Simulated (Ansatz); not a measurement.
Base system: a 16-atom supercell of MoP (space group P-6m2, No. 187) at its relaxed geometry.

```
CELL_PARAMETERS angstrom
      6.41255     0.00000    -3.17380
     -3.20627     5.55343     0.00000
      1.60314    -2.77671     6.34759
ATOMIC_POSITIONS crystal
  Mo 0.00000 0.00000 0.00000
  Mo 0.00000 0.25000 0.50000
  Mo 0.00000 0.50000 0.00000
  Mo 0.00000 0.75000 0.50000
  Mo 0.50000 0.12500 0.25000
  Mo 0.50000 0.37500 0.75000
  Mo 0.50000 0.62500 0.25000
  Mo 0.50000 0.87500 0.75000
  P  0.33333 0.37500 0.41667
  P  0.33333 0.62500 0.91667
  P  0.33333 0.87500 0.41667
  P  0.33333 0.12500 0.91667
  P  0.83333 0.50000 0.66667
  P  0.83333 0.75000 0.16667
  P  0.83333 0.00000 0.66667
  P  0.83333 0.25000 0.16667
```

Computed with PBEsol in Ansatz (plane waves to 420 eV, PAW, no spin-orbit coupling).

One neutral defect a cell, atoms relaxed at fixed cell.

One change was made to it. Results:

| quantity | base | after |
|---|---|---|
| pressure | 0.0 GPa | 2.9 GPa |
| largest displacement of a host atom from its site in the perfect cell | – | 0.09 Å |

**Question.** Which change produced these results?
A. Au on a P site, symmetric start
B. Pt on a Mo site
C. Sb on a P site
D. Zr on a Mo site

**Answer.** B, Pt on a Mo site. For comparison, the pressure in the other runs: Au on a P site, symmetric start gives 8.4 GPa; Sb on a P site gives 11.0 GPa; Zr on a Mo site gives 7.2 GPa.

The cell is small, so the values are those of an ordered compound at a high defect concentration; dilute-limit values will differ. Defects with a symmetric start kept the site's symmetry and may sit on a saddle; the others started slightly shaken. The final runs are not spin-polarised. An odd electron count without spin: MoP.

Ansatz is a program for electronic structure.
